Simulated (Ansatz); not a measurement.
Pressure series in hypothetical P-6m2 Ti2InB2

Consider Ti2InB2 (space group P-6m2, No. 187; a = 3.0557 Å, c = 7.8293 Å; a hypothetical phase, not in the database extracts checked).

Cell and atoms are relaxed at each pressure.

Computed with Kohn–Sham DFT with the PBEsol functional, run in Ansatz (a first-principles code) with PAW and 420 eV plane waves, no spin-orbit coupling.

| P (GPa) | V (Å³/atom) |
|---|---|
| -1.99 | 12.830 |
| -0.99 | 12.744 |
| 0.30 | 12.638 |
| 0.70 | 12.606 |
| 1.49 | 12.544 |
| 2.99 | 12.431 |
| 5.00 | 12.289 |
| 7.50 | 12.123 |
| 9.99 | 11.968 |

### Question
Fit a third-order Birch–Murnaghan equation of state.

### Answer
Least squares on P(V) = (3B₀/2)[(V₀/V)^(7/3) − (V₀/V)^(5/3)]·[1 + (3/4)(B₀′ − 4)((V₀/V)^(2/3) − 1)] gives V₀ = 12.66 Å³/atom, B₀ = 156 GPa and B₀′ = 4.5.

Load acts through the strain it causes; cell and atoms are relaxed under it. Stability against distortions was not tested. Competing high-pressure phases were not computed. All final runs are without spin polarisation. An odd electron count without spin: Ti2InB2.
